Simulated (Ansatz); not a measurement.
Take YN in the rock salt structure (space group Fm-3m, No. 225) as the base.

```cif
data_N4Y4
_chemical_formula_sum 'Y4 N4'
_space_group_name_H-M_alt 'Fm-3m'
_space_group_IT_number 225
_space_group_name_Hall '-F 4 2 3'
_cell_length_a 4.90584
_cell_length_b 4.90584
_cell_length_c 4.90584
_cell_angle_alpha 90.000
_cell_angle_beta 90.000
_cell_angle_gamma 90.000
loop_
_atom_site_label
_atom_site_type_symbol
_atom_site_symmetry_multiplicity
_atom_site_Wyckoff_symbol
_atom_site_fract_x
_atom_site_fract_y
_atom_site_fract_z
_atom_site_occupancy
Y1 Y 4 a 0.00000 0.00000 0.00000 1
N1 N 4 b 0.50000 0.50000 0.50000 1
```
(The calculation used a cell of 2 atoms; values per cell refer to that cell.)

All numbers come from plane-wave PAW DFT at the PBE level (Ansatz, an electronic-structure program, 420 eV), no SOC.

Base values:

| Quantity | Value |
|---|---|
| Electron mass | 1.3 mₑ along k, 0.11 mₑ across (at X) |
| Width of the top valence band | 2.22 eV |

Modification: an isotropic linear strain of −1.50 %, atoms relaxed at fixed cell.

Problem. Predict the new electron mass, mean gap deformation potential ΔEg/Δln V and width of the top valence band.

Solution. The electron mass goes from 1.3 mₑ along k, 0.11 mₑ across (at X) to 1.3 mₑ along k, 0.091 mₑ across (at X); the mean gap deformation potential ΔEg/Δln V is +1.8 eV; the width of the top valence band goes up by 0.12 eV to 2.34 eV.

Masses are band curvatures over ±0.01 Å⁻¹ around the edge. Along k means along the line from Γ to the band edge. Stability against distortions was not tested. A zero or small gap of YN can be the functional's error rather than a property of the material.
